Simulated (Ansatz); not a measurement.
The starting structures come from a database of crystals and need not be the phases stable at ambient conditions.

 Where the default PAW files enter, the runs use the earlier of Ansatz's two default sets.

By PBEsol, the system below comes out a metal.

The ballistic (Sharvin) conductance counts the channels at the Fermi level: G/A = (e²/h) × channels of both spins per area.

```
CELL_PARAMETERS angstrom
      2.46271     0.00000     0.00000
     -0.95568     2.26971     0.00000
      0.75351     1.13486     1.99009
ATOMIC_POSITIONS crystal
  Cu 0.00000 0.00000 0.00000
```

Space group of this cell: Fmmm. The cell is strained (lengths along the current scaled by 0.97, ions clamped); by PBEsol its mean pressure is 3.8 GPa.

The current flows along the normal of the first two printed cell vectors. No spin-orbit coupling; the value is a mean over 0.1 eV about the Fermi level.

Problem. Predict the ballistic conductance per area from PBEsol (Ansatz, a quantum-chemistry and plane-wave program).

Solution. 1.2 × 10¹⁵ S/m² for both spins.
